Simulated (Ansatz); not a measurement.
Substrate model: Si(111) 1x1 surface, 6 top atoms, 3 bilayers, bottom bilayer H-capped and fixed, every top atom capped by H; cell 11.5 x 6.6 Å; one H replaced by OH; about 7 Å thick over the host's atoms, 18 atoms held. Calculation: PBE-D3(BJ) (plane waves to 420 eV, PAW; Ansatz, an electronic-structure program). k mesh 1 x 2 x 1. The slab states were run without spin polarisation. Results hold for this slab, coverage and mesh. Electronic energies at 0 K: ends relaxed, saddle points by climbing-image NEB or a search from the band's top, no zero-point energy. A partial Hessian shows a single imaginary mode at the top, within the atoms moved. The ends were relaxed from one prepared geometry each.

Elementary step: the surface fragment of SiH2Cl2 exchanges a second ligand with a neighbouring Si-H group. It starts from the surface left by an earlier step (SiH2Cl2 exchanges a ligand with a surface O-H group and HCl forms), after HCl has left. Bonds to break: Si(1)-H(15), Si(a0)-Cl(a2). Bonds to form or keep: Si(1)-Si(a0), H(15)-Cl(a2).

Relaxed start, atoms near the reaction:

```csv
atom,x (Å),y (Å),z (Å)
Si(0),0.000,6.662,9.506
Si(1),1.905,3.345,9.509
Si(2),1.918,1.128,8.753
Si(3),-0.005,4.447,8.742
Si(4),1.918,1.120,6.409
Si(5),-0.001,4.441,6.401
H(14),-0.006,6.663,11.009
H(15),1.886,3.363,11.008
Si(16),3.831,6.662,9.518
Si(17),5.757,3.355,9.505
Si(18),5.750,1.125,8.760
Si(19),3.826,4.446,8.754
Si(21),3.835,4.439,6.407
H(30),3.826,0.024,11.020
Si(32),-1.923,3.343,9.500
H(45),7.698,-0.010,10.999
H(46),-1.932,3.355,11.004
O(47),5.829,3.448,11.174
Si(a0),5.683,2.612,12.571
Cl(a2),3.721,2.619,13.221
H(a3),6.499,3.297,13.605
H(a4),6.066,1.189,12.376
```

Q: Predict the barrier and the reaction energy of this step.

A: Barrier 2.21 eV forward and 0.86 eV back, reaction energy +1.35 eV (the top comes from a saddle search started at the highest image of an unfinished band).

Q: How long are the bonds that change, at the top of the path?

A: 
| pair | start (Å) | top (Å) | end (Å) |
|---|---|---|---|
| Si(1)-H(15) | 1.50 | 1.68 | 3.77 |
| Si(1)-Si(a0) | 4.92 | 2.83 | 2.39 |
| H(15)-Cl(a2) | 2.97 | 1.86 | 1.30 |
| Si(a0)-Cl(a2) | 2.07 | 2.65 | 3.65 |
